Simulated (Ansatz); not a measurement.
**CdO (model structure, started from the BN type, Pm-3n, No. 223, 12 atoms in the cell): properties by level of theory**

| level (code) | lattice parameter a (Å) | cohesive energy (eV/atom) |
|---|---|---|
| LDA (Ansatz) | ? | ? |
| PBE (Ansatz) | 6.288 | 2.89 |
| PBEsol (Ansatz) | ? | 3.24 |
| PBE-D3(BJ) (Ansatz) | 6.249 | 3.07 |

**Question.** Complete the blanks.

**Answer.** 
- LDA (Ansatz, a quantum-chemistry and plane-wave program), lattice parameter a (Å): 6.116
- LDA (Ansatz), cohesive energy (eV/atom): 3.75
- PBEsol (Ansatz), lattice parameter a (Å): 6.193

Ansatz's density-functional and Hartree–Fock values are scalar-relativistic unless marked +SOC, with PAW data made under PBE.

Free atoms are spin-polarised, in the lowest state found; at levels without +SOC their spin–orbit coupling is left out.

A model structure was made by putting elements into a prototype or built by hand; it is no filed structure, need not be a known phase, and can be a saddle point held by its symmetry.
